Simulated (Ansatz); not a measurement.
The reference is HgTe in the zinc blende structure (space group F-43m, No. 216; a = 6.435 Å).

The values are results of Ansatz (a program for electronic structure) LDA, no SOC, not measurements.

Base values:

| Item | Value |
|---|---|
| Volume per atom | 33.31 Å³ |

It is then changed as follows: cell and atoms relaxed at a pressure of 2.1 GPa.

Problem. How does this affect the volume per atom?

Solution. The volume per atom drops by 1.305 Å³ to 32.00 Å³.

Load acts through the strain it causes; cell and atoms are relaxed under it. No phonon test of stability was made. Tetrahedral semiconductors of this kind turn to denser phases somewhere between about 1 and 50 GPa; those were not computed, so compressed cells here can lie past the real transition. All final runs are without spin polarisation.
